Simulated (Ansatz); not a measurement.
Consider SiC in the wurtzite structure (space group P6_3mc, No. 186; a = 3.092 Å, c = 5.074 Å). Axes: x lies along a and z along c of the hexagonal cell.

The values are results of PBE in Ansatz (plane waves to 420 eV, PAW, scalar-relativistic without spin-orbit coupling), earlier PAW set, not measurements.

Modification: the cell is scaled by 0.9943 in all directions; the atoms relax in the strained cell.

### Question
Predict the stress tensor and what it implies for the stiffness.

### Answer
Stress of the strained cell less that of the base (GPa, compression positive):
```
   3.82    0.00    0.00
   0.00    3.82    0.00
   0.00    0.00    3.73
```

Then B = −ΔP/(ΔV/V₀) with ΔV/V₀ = -0.0170 gives secant stiffness values (nonlinear terms included at this strain): B (at held cell shape, above the free-shape value) ≈ 223 GPa.

Whether these cells are dynamically stable was not tested.

Ansatz is a program for electronic structure.
